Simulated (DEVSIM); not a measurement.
# abrupt Si n-p junction

System: abrupt Si n-p junction, at 450 K.

| layer (left to right) | material | thickness (μm) | Nd (cm⁻³) | Na (cm⁻³) | τn (s) | τp (s) |
|---|---|---|---|---|---|---|
| 1 | Si | 5.90 | 2.8e16 | - | 0.00022 | 0.00022 |
| 2 | Si | 54.0 | - | 2.3e14 | 0.00022 | 0.00022 |

Left contact: ohmic. Right contact: ohmic. Voltage is applied to the left contact. Recombination: SRH at mid-gap, Auger. Mobility is constant in doping.

This is a model device: material constants are rounded textbook-type values typed into the input, and sizes, dopings and lifetimes were drawn at random. Values at 300 K; Nc and Nv go as T^1.5, mobilities as T to minus their exponent, the gap by Varshni's rule with the affinity fixed.

```csv
parameter,Si
gap (eV),1.124
affinity (eV),4.05
permittivity,11.7
Nc (cm⁻³),2.86e19
Nv (cm⁻³),3.1e19
μn (cm²/Vs),1417
μp (cm²/Vs),470
T exponent of μn,2.3
T exponent of μp,2.2
Cn (cm⁶/s),2.8e-31
Cp (cm⁶/s),9.9e-32
Varshni α (eV/K),0.000473
Varshni β (K),636
```

DEVSIM, 1D drift-diffusion, Boltzmann statistics, complete ionisation; no tunnelling, impact ionisation, image-force lowering or self-heating.

Potential step across the device at zero bias: 0.309 V
Largest field in the device at zero bias: 12000 V/cm
Dark forward voltage at 1 A/cm²: 0.249 V
Dark forward voltage at 100 A/cm²: 1.252 V

Dark forward current:

```json
[
 {"V (V)": "-0.05", "J (A/cm²)": "-0.016"},
 {"V (V)": "-0.15", "J (A/cm²)": "-0.20"},
 {"V (V)": "-0.20", "J (A/cm²)": "-0.48"},
 {"V (V)": "-0.30", "J (A/cm²)": "-1.9"},
 {"V (V)": "-0.40", "J (A/cm²)": "-5.1"},
 {"V (V)": "-0.45", "J (A/cm²)": "-7.4"},
 {"V (V)": "-0.55", "J (A/cm²)": "-14"},
 {"V (V)": "-0.60", "J (A/cm²)": "-17"},
 {"V (V)": "-0.70", "J (A/cm²)": "-26"},
 {"V (V)": "-0.80", "J (A/cm²)": "-37"},
 {"V (V)": "-0.85", "J (A/cm²)": "-43"},
 {"V (V)": "-0.95", "J (A/cm²)": "-56"},
 {"V (V)": "-1.05", "J (A/cm²)": "-70"},
 {"V (V)": "-1.10", "J (A/cm²)": "-77"},
 {"V (V)": "-1.20", "J (A/cm²)": "-92"},
 {"V (V)": "-1.25", "J (A/cm²)": "-100"},
 {"V (V)": "-1.35", "J (A/cm²)": "-110"},
 {"V (V)": "-1.45", "J (A/cm²)": "-130"},
 {"V (V)": "-1.50", "J (A/cm²)": "-140"},
 {"V (V)": "-1.60", "J (A/cm²)": "-150"}
]
```
